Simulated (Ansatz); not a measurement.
SiO2: pressure series

The reference is SiO2 (space group P4_12_12, No. 92).

```yaml
crystal:
  lattice:
    - [5.08450, 0.00000, 0.00000]
    - [0.00000, 5.08450, 0.00000]
    - [0.00000, 0.00000, 7.10033]
  atoms:
    - { symbol: Si, position: [0.29379, 0.29379, 0.00000] }
    - { symbol: Si, position: [0.79379, 0.20621, 0.75000] }
    - { symbol: Si, position: [0.20621, 0.79379, 0.25000] }
    - { symbol: Si, position: [0.70621, 0.70621, 0.50000] }
    - { symbol: O, position: [0.24121, 0.09332, 0.17417] }
    - { symbol: O, position: [0.74121, 0.40668, 0.57583] }
    - { symbol: O, position: [0.25879, 0.59332, 0.07583] }
    - { symbol: O, position: [0.75879, 0.90668, 0.67417] }
    - { symbol: O, position: [0.90668, 0.75879, 0.32583] }
    - { symbol: O, position: [0.40668, 0.74121, 0.42417] }
    - { symbol: O, position: [0.59332, 0.25879, 0.92417] }
    - { symbol: O, position: [0.09332, 0.24121, 0.82583] }
```

Cell and atoms are relaxed at each pressure.

Calculations: Ansatz (a first-principles code), PBE, PAW, cutoff 420 eV, spin-orbit coupling left out.

Candidates:
(a) pressure 3 GPa
(b) pressure 7.5 GPa
(c) pressure −2 GPa
(d) pressure 0.3 GPa

Base values:

| Property | Result |
|---|---|
| Band gap | 5.51 eV |

Order them by band gap, highest first.

(b) pressure 7.5 GPa (5.86 eV), (a) pressure 3 GPa (5.72 eV), (d) pressure 0.3 GPa (5.54 eV), (c) pressure −2 GPa (5.31 eV)

Load acts through the strain it causes; cell and atoms are relaxed under it. Whether these cells are dynamically stable was not tested. Competing high-pressure phases were not computed.
